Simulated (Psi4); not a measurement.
Psi4 1.11, unrestricted TPSS/def2-svp: [CH2][SiH3], charge 0, multiplicity 2, 7 atoms. The geometry is a generated start, not checked to be a minimum at this level.

```
Quantity                             Result
--------------------------  ---------------
task                                 energy
method                                 tpss
basis                              def2-svp
memory                                 3 GB
maxiter                                 100
keys of the molecule block      symmetry c1
scf_type                       df (default)
e_convergence               1e-06 (default)
d_convergence               1e-06 (default)
dft_radial_points              75 (default)
dft_spherical_points          302 (default)
basis functions                          57
grid points                          152127
```

```xyz
7

C      1.0949    -0.1215     0.0012
Si    -0.7357     0.0906    -0.0052
H      1.7838     0.7046    -0.0229
H      1.5611    -1.0912     0.0420
H     -1.3088    -0.3487     1.2763
H     -1.0609     1.4993    -0.2285
H     -1.3344    -0.7330    -1.0629
```

Charge 0 and multiplicity 2 are set for this test and not shown to be the ground state.

With the defaults (diis = true, scf_initial_accelerator = adiis, damping_percentage = 0, diis_max_vecs = 10, guess = auto, which took SAD, level_shift = 0, level_shift_cutoff = 0.01) it converges in 9 SCF iterations. One run each on 2 threads, with these changes:
- level_shift = 0.5, level_shift_cutoff = 0.001
- diis = false, scf_initial_accelerator = none, damping_percentage = 60
- guess = sapgau
- diis_max_vecs = 6
- guess = sap
- guess = huckel
- scf_initial_accelerator = ediis
- diis_max_vecs = 3
- diis_max_vecs = 20

Which runs fail or end elsewhere than the default run?

No convergence: diis = false, scf_initial_accelerator = none, damping_percentage = 60 (the run ends without SCF convergence in 100 iterations). The rest reach the solution of the defaults.

```csv
setting,SCF iterations,end
the defaults,9,same solution
guess = sapgau,9,same solution
guess = huckel,9,same solution
diis_max_vecs = 6,9,same solution
diis_max_vecs = 20,9,same solution
"level_shift = 0.5, level_shift_cutoff = 0.001",9,same solution
scf_initial_accelerator = ediis,9,same solution
guess = sap,10,same solution
diis_max_vecs = 3,11,same solution
"diis = false, scf_initial_accelerator = none, damping_percentage = 60",100,no convergence
```
